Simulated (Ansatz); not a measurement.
What pressure 1.5 GPa does to TiBe12

Consider TiBe$_{12}$ (space group P6/mmm, No. 191; a = 4.212 Å, c = 7.294 Å; a cell from a computed database, its experimental status unchecked).

Modification: a hydrostatic pressure of 1.5 GPa.

Method: PBEsol, PAW, 420 eV (Ansatz, a program for electronic structure; scalar-relativistic without spin-orbit coupling). Γ-centred 10×10×5 mesh, Fermi–Dirac width 0.05 eV.

The density goes up by 0.03 g/cm³ (2.31 g/cm³ → 2.34 g/cm³) and the c/a ratio is still 1.732. The shortest interatomic distance decreases by 0.008 Å (2.106 Å → 2.098 Å) and the band gap is still zero.

Final structure:

```
TiBe12
1.0
    4.19541     0.00000     0.00000
   -2.09771     3.63333     0.00000
    0.00000     0.00000     7.26568
Ti Be
1 12
Cartesian
  0.00000   0.00000   0.00000
  2.09771   1.21111   0.00000
  0.00000   2.42222   0.00000
  2.09771   1.21111   3.63284
  0.00000   2.42222   3.63284
  0.00000   0.00000   2.51938
  0.00000   0.00000   4.74631
 -1.04885   1.81667   1.74560
 -1.04885   1.81667   5.52008
  2.09771   0.00000   1.74560
  2.09771   0.00000   5.52008
  1.04885   1.81667   1.74560
  1.04885   1.81667   5.52008
```

Load acts through the strain it causes; cell and atoms are relaxed under it. Whether these cells are dynamically stable was not tested. All final runs are without spin polarisation. TiBe12 has a high density of states at the Fermi level and may be magnetic at this level.
